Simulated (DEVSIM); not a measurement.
Device: abrupt Si p-n junction, at 400 K.

Layer 1 from the left is Si, thickness (μm) 1.50, Na (cm⁻³) 1.3e18, τn (s) 0.0004, τp (s) 0.0004. Layer 2 from the left is Si, thickness (μm) 8.40, Nd (cm⁻³) 7.4e16, τn (s) 0.0004, τp (s) 0.0004.

Left contact: ohmic. Right contact: ohmic. Voltage is applied to the left contact. Recombination: SRH at mid-gap, radiative. Mobility is constant in doping.

The device is made up for the run: typed textbook-type constants, with dimensions and the other settings drawn at random. Values at 300 K; Nc and Nv go as T^1.5, mobilities as T to minus their exponent, the gap by Varshni's rule with the affinity fixed.

Si: gap (eV) 1.124, affinity (eV) 4.05, permittivity 11.7, Nc (cm⁻³) 2.86e19, Nv (cm⁻³) 3.1e19, μn (cm²/Vs) 1417, μp (cm²/Vs) 470, T exponent of μn 2.3, T exponent of μp 2.2, B (cm³/s) 4.7e-15, Varshni α (eV/K) 0.000473, Varshni β (K) 636.

### Question
Estimate by hand the built-in potential, the peak field at zero bias, and compare with a numerical solution.

### Answer

- Built-in potential: ni = √(Nc Nv) exp(−Eg/2kT) = 5.68e12 cm⁻³ with Eg = 1.096 eV; Vbi = kT/q ln(Na Nd/ni²) = 0.752 V; numerical 0.752 V.
- Peak field at zero bias: depletion approximation: W = √(2εVbi/(qN)) = 0.118 μm with N = 7.00e16 cm⁻³; field = 2Vbi/W = 128000 V/cm; numerical 129000 V/cm (estimate below by 0.89 %).

DEVSIM, 1D drift-diffusion, Boltzmann statistics, complete ionisation; no tunnelling, impact ionisation, image-force lowering or self-heating.
